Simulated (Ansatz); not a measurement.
BeTe: energy against strain

BeTe (zinc blende, F-43m, 22.003 Å³/atom at rest, cube axes along x, y and z) under a strain ε along a cube axis (axis z), the other axes held. PBEsol in Ansatz, a plane-wave DFT program (PAW, default set), 420 eV, 10×10×10 Γ-centred mesh, Fermi-Dirac smearing 0.05 eV; ions are relaxed within the symmetry of each cell.

Here s stands for strain and y for E less E0.

```
strain (%)  E less E0 (meV/atom)
----------  --------------------
-3.00                          ?
-1.50                       1.58
-1.00                       0.70
-0.50                       0.18
0.00                        0.00
0.50                        0.16
1.00                        0.67
1.50                        1.51
```

Question: Fit y against s with a parabola, and predict the withheld value at s = -3.00.

Answer: Least squares gives y = -0.001 - 0.0207·s + 0.6871·s². Residuals (row less fit): 0.004, -0.007, -0.001, 0.001, 0.000, 0.005, -0.004; standard error 0.005 (degrees of freedom: 4). Twice the quadratic coefficient over the volume, 2 × 0.6871 meV × 10⁴ × 0.1602 / 22.003 Å³, is the elastic constant C11 = 100 ± 0.3 GPa. At the withheld row, y = -0.001 - 0.0207 × (-3.0) + 0.6871 × (-3.0)² = 6.245 meV/atom. The calculation gives 6.38 meV/atom, 0.135 meV/atom above the prediction (2.1 % of the range of y in the table). The row lies outside the fitted rows, so this is an extrapolation. The fitted rows scatter only by rounding.

One order more, fitted to all 13 runs of the series, follows each within 0.01, so the miss is the next term of a smooth law. Rows are the converged runs of the series near zero and its far end; series whose fitted rows scatter by over a few per cent of the range, as at a crossing or softening among them, aren't shown in this form. Most that stay on the fit to the last digits aren't either.
